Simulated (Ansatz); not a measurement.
Pressure series in InPd2

The reference is InPd2 (space group Pnma, No. 62; a = 5.627 Å, b = 4.179 Å, c = 8.249 Å; a cell from a computed database, its experimental status unchecked).

Cell and atoms are relaxed at each pressure.

Computed with PBEsol (Ansatz, a first-principles code, PAW, without spin-orbit coupling).

Notes on the quantities. enthalpy: H = E + PV relative to the base's energy.

```tsv
case	volume per atom	enthalpy
base	16.17 Å³	–
pressure −2 GPa	16.38 Å³	-0.20 eV/atom
pressure −1 GPa	16.27 Å³	-0.10 eV/atom
pressure 0.3 GPa	16.13 Å³	+0.03 eV/atom
pressure 0.7 GPa	16.09 Å³	+0.07 eV/atom
pressure 1.5 GPa	16.02 Å³	+0.15 eV/atom
pressure 3 GPa	15.87 Å³	+0.30 eV/atom
pressure 5 GPa	15.70 Å³	+0.50 eV/atom
pressure 7.5 GPa	15.49 Å³	+0.74 eV/atom
pressure 10 GPa	15.30 Å³	+0.98 eV/atom
```

Load acts through the strain it causes; cell and atoms are relaxed under it. Stability against distortions was not tested. No other phases were tried under pressure. The final runs are not spin-polarised.
